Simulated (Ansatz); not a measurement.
Input and output of a relaxation of cell and atoms for LaBi3 (Pm-3m, 4 atoms in the cell) (Ansatz, a quantum-chemistry and plane-wave program).

Computed with PBEsol, default PAW files made with PBE (plane waves; Ansatz).

The change in words: atoms on their sites; basis.ecutwfc: 30.9 Ry → 26.1 Ry; relax: default → cell and atoms. Reference geometry:
```
CELL_PARAMETERS angstrom
      4.99672     0.00000     0.00000
      0.00000     4.99672     0.00000
      0.00000     0.00000     4.99672
ATOMIC_POSITIONS crystal
  La 0.00000 0.00000 0.01001
  Bi 0.50000 0.00000 0.50000
  Bi 0.00000 0.50000 0.50000
  Bi 0.50000 0.50000 0.00000
```

Reference input (self-consistent single point, DFT, PBEsol, plane waves, default PAW files made with PBE): basis.ecutwfc = 30.9 Ry; kpoints.mp_grid.grid = 5 5 5; hamiltonian.xc = pbesol; hamiltonian.pseudopotentials = {kind: paw} (the program's default PAW files); scf.occupations.method = gaussian; scf.occupations.width = 0.0073 Ry. This run's input differs from it in these lines:

Ansatz 0.2 input:
```diff
@@ -7,3 +7,3 @@
   atoms:
-    - { symbol: La, position: [0.000000, 0.000000, 0.010007] }
+    - { symbol: La, position: [0.000000, 0.000000, 0.000000] }
     - { symbol: Bi, position: [0.500000, 0.000000, 0.500000] }
@@ -12,3 +12,3 @@
 basis:
-  ecutwfc: 30.9 Ry
+  ecutwfc: 26.1 Ry
 kpoints:
@@ -24,2 +24,4 @@
     width: 0.0073 Ry
+relax:
+  cell: {}
 output:
```

Output, abridged:

```
   [... SCF lines of the steps left out ...]
relax step   1: F+E_penalty+E_count = -42889.69747849 eV  Δ(F+E_penalty+E_count) = +0.000e0 eV  max|allowed force component| = 9.986e-29 eV/Å  Δτ_max = 0.0000 Å  P = -1.939 GPa  Ω = 124.755 Å³  (6 SCF iters, dr2 threshold 1.00e-7 eV, accepted)
relax step   2: F+E_penalty+E_count = -42889.72337983 eV  Δ(F+E_penalty+E_count) = -2.590e-2 eV  max|allowed force component| = 6.692e-29 eV/Å  Δτ_max = 0.0000 Å  P = +1.198 GPa  Ω = 118.363 Å³  energy of the carried Pulay correction = +8.542e-3 eV  [...]
   [... lines left out ...]
relax step   6: F+E_penalty+E_count = -42889.72433053 eV  Δ(F+E_penalty+E_count) = -2.937e-4 eV  max|allowed force component| = 1.959e-29 eV/Å  Δτ_max = 0.0000 Å  P = -0.002 GPa  Ω = 120.449 Å³  energy of the carried Pulay correction = +2.435e-4 eV  [...]
relax step   7: F+E_penalty+E_count = -42889.72423456 eV  Δ(F+E_penalty+E_count) = +9.597e-5 eV  max|allowed force component| = 3.336e-29 eV/Å  Δτ_max = 0.0000 Å  P = -0.004 GPa  Ω = 120.449 Å³  stress off target by 4.41e-3 GPa  SCF on the basis [...]
basis re-selected at this cell: Δ(F+E_penalty+E_count) = +9.597e-5 eV, ΔP = -0.002 GPa vs the last step
the relaxation is at rest under the 48 symmetry operations that the run kept from its start: a minimum is not shown …
Stability not checked: this state was not tested for a lower state beside it, because too few of the mixer's solves of this state at the end of the SCF gave a …
Free energy (F): -42889.724235 eV
Internal energy: -42889.703105 eV  (E = F + TS)
   [... lines left out ...]
Fermi energy:    12.687801 eV
  cell:  # Å, volume = 120.4491 Å³
   [... lines left out ...]
    - [2.4074124304840507e-35, 4.938570066235138, 0.0]
    - [-1.2037062152420224e-34, 0.0, 4.938570066235138]
  atoms:
    - { symbol: La, position: [-1.3811544496450334e-34, -2.308615722484552e-36, 8.531840713647092e-36] }
    - { symbol: Bi, position: [0.5, -7.02622176392815e-37, 0.5] }
    - { symbol: Bi, position: [4.175583219853188e-35, 0.5, 0.5] }
    - { symbol: Bi, position: [0.5, 0.5, -5.922101201231861e-36] }
```

The run converged. 

Summary of the result:
- Free energy E − TS (on the zero of these files) = -42889.7242 eV
- Fermi level (on the code's own zero) = 12.69 eV
- Pressure = 0.00 GPa
- Final cell = a = b = c = 4.9386 Å, α = β = γ = 90.00°
- Final volume per atom = 30.11 Å³
- Relaxation steps = 7

The starting cell comes from a database of computed structures (which also holds hypothetical and non-ambient phases and stackings), without a prior relaxation at this level. Its lattice was rescaled by up to half a per cent. The relaxation keeps the symmetry of its start, so its end need not be a minimum. Ansatz's pressure includes its estimate of the finite-basis (Pulay) stress. The cutoff lies below the one recommended for these files.
